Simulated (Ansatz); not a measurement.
Consider Te in the diamond structure (space group Fd-3m, No. 227; a = 7.186 Å; a hypothetical phase, not in the database extracts checked; relaxed with 0.1 eV smearing). Axes: x, y, z lie along the cube axes.

Calculations: PBE (Ansatz, a quantum-chemistry and plane-wave program; PAW; 420 eV plane waves; spin-orbit coupling left out).

For the base:

```
Quantity  Result
--------  ------
Band gap    zero
```

The change: a pure shear with ε_xy = ε_yx = 0.0060; the atoms relax in the strained cell.

Task: How does this affect the energy relative to the base, largest internal atomic displacement, stress and band gap?

Result: The energy drops by 121 meV/atom; the largest internal atomic displacement is 0.247 Å; the stress (xx, yy, zz, yz, xz, xy; compression positive) comes out as (0.6, 0.6, 1.3, 0.0, 0.0, 0.6) GPa; the band gap is still zero.

No phonon test of stability was made. Under tensor shear ε_xy = +0.60 % the cell ends below the base's energy or with stress of the wrong sign: the atoms slid into a distortion or the cell is elastically unstable, so the base is not a stable minimum at this level.
